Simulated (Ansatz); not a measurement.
CaF2 (space group Pmc2_1, No. 26; a cell from a computed database, its experimental status unchecked)

Space group Pmc2₁ (No. 26); a = 3.4697 Å, b = 4.1055 Å, c = 5.8761 Å, α = β = γ = 90.00°

```
atom  site  symmetry       x       y       z
----  ----  --------  ------  ------  ------
Ca      2a       m..  0.0000  0.1441  0.7021
F       2b       m..  0.5000  0.0886  0.9795
F       2a       m..  0.0000  0.3675  0.3514
```

Method: PBEsol in Ansatz (plane waves to 420 eV, PAW, no spin-orbit coupling). Settings: 10×8×6 k-points, 0.05 eV Fermi–Dirac smearing.

| Property | Value |
|---|---|
| Volume per atom | 13.95 Å³ |
| Density | 3.10 g/cm³ |
| Band gap | 6.32 eV, indirect, S → Γ |
| Electron mass | 0.56 mₑ along a, 1.1 mₑ along b, 0.72 mₑ along c |
| Lowest conduction-band minima above the VBM | Γ 6.32 eV |
| Total energy | -1133.440 eV/atom (σ→0; compares only within this code and set-up) |

Effective masses come from finite differences of ±0.01 Å⁻¹. Whether these cells are dynamically stable was not tested.

Ansatz is a quantum-chemistry and plane-wave program.
